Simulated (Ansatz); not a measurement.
LaLuO₃ (model structure, started from the cubic perovskite type, Pm-3m, No. 221, 5 atoms in the cell) was calculated with PBEsol+SOC (PAW; Ansatz, a first-principles code).

Run with plane-wave cutoff 520 eV, 8×8×8 k mesh, Fermi–Dirac smearing 0.01 eV, PAW data made under PBE.

Cell (relaxed with PBEsol):

```
LaLuO3
1.0
    4.19267     0.00000     0.00000
    0.00000     4.19267     0.00000
    0.00000     0.00000     4.19267
La Lu O
1 1 3
Direct
  0.00000   0.00000   0.00000
  0.50000   0.50000   0.50000
  0.00000   0.50000   0.50000
  0.50000   0.50000   0.00000
  0.50000   0.00000   0.50000
```

Task: What does this level give for the band gap?

Result: 
* **band gap**: 1.17 eV (direct)

Note: the relaxation could raise the start's symmetry but not lower it, so the cell can be a saddle point; cell and atoms aren't relaxed at this level (pressure -0.2 GPa).

Computed values are for the static lattice.

A model structure was made by putting elements into a prototype or built by hand; it is no filed structure, need not be a known phase, and can be a saddle point held by its symmetry.
